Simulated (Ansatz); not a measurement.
System: interstitial C in fcc Cu (neutral cell). The step: a direct jump of one C atom; the atom moves 2.56 Å along (-0.50, 0.00, -0.50) of the unit cell; the moving atom starts with neighbours 6 Cu at 1.93 Å and ends with 6 Cu at 1.93 Å. A PBE band in Ansatz (plane-wave PAW, a 2×2×2 k-point mesh shifted by half a step, 32 host sites, 47 SCF runs with any check of the saddle's order, static, no finite-size correction) gives a forward barrier of 0.92 eV. The saddle point's order was not checked, and it lies on a symmetry element of the cell, where a band can be held. Sites that were not tried may lie lower.

Single points at the band's start and saddle point can refine it. Rough cost of one point, in units of the band's mean SCF on the same machine:

```tsv
Level	Cost of one point
PBE, a 4×4×4 k-point mesh shifted by half a step	about 7
r2SCAN at 500 eV, a 2×2×2 k-point mesh shifted by half a step	about 3
```

**Question.** Which of these move the barrier by more than 0.1 eV, and how far does each move it?

**Answer.** PBE, a 4×4×4 k-point mesh shifted by half a step: +0.34 eV; r2SCAN at 500 eV, a 2×2×2 k-point mesh shifted by half a step: -0.07 eV. Each functional is compared with PBE at the same k-points.

Ansatz is an electronic-structure program.
